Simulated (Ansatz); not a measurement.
Take CoSi₂ (space group Fm-3m, No. 225; not spin-polarised; relaxed with 0.1 eV smearing) as the base.

```
CELL_PARAMETERS angstrom
      0.00000     2.65764     2.65764
      2.65764     0.00000     2.65764
      2.65764     2.65764     0.00000
ATOMIC_POSITIONS crystal
  Co 0.00000 0.00000 0.00000
  Si 0.25000 0.25000 0.25000
  Si 0.75000 0.75000 0.75000
```

Calculations: Ansatz (a first-principles code) r2SCAN, spin-orbit coupling left out, earlier PAW set.

Strains are applied to the cell and any free atomic positions relax.

One change was made to it. Results:

The energy rises by 33 meV/atom; the pressure goes from zero to -11.4 GPa.

Task: Which change produced these results?
A) isotropic strain +2.27 %
B) isotropic strain +2.99 %
C) isotropic strain −0.44 %

Result: A, isotropic strain +2.27 %. For comparison, the energy relative to the base in the other runs: isotropic strain +2.99 % gives +56 meV/atom; isotropic strain −0.44 % gives +1.4 meV/atom.

Whether these cells are dynamically stable was not tested. Seeded moments were not kept for the base. The final runs are not spin-polarised. An odd electron count without spin: CoSi2.
